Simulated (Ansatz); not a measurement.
**Ga on the In site (Ga_In) in zinc-blende InAs**

Method: PBE, PAW (plane waves to 420 eV; Ansatz, an electronic-structure program). Set-up: 64-site cell; 2×2×2 shifted k-points; start: the In site; no spin–orbit coupling; the functional closes the host's gap; finite-size errors of tenths of an eV.

Neighbours after relaxation, in Å: of the Ga atom: As 2.54, As 2.54, As 2.54, As 2.54.

Formation energies E_f are those of the neutral cell. Chemical conditions: As-rich (Δμ(In) = -0.48 eV, Δμ(Ga) = -0.70 eV, bounded by zinc-blende GaAs; only phases computed here count, gases as isolated molecules at 0 K); In-rich (Δμ(In) = 0.00 eV, Δμ(Ga) = -0.22 eV, bounded by zinc-blende GaAs; only phases computed here count, gases as isolated molecules at 0 K). Reference phases: Ga: alpha gallium, In: tetragonal indium.

```json
[
 {"charge": "0", "moment (μB)": "not spin-polarised", "largest move off a lattice site (Å)": "0.14", "E_f, As-rich (eV)": "0.13", "E_f, In-rich (eV)": "0.13"}
]
```
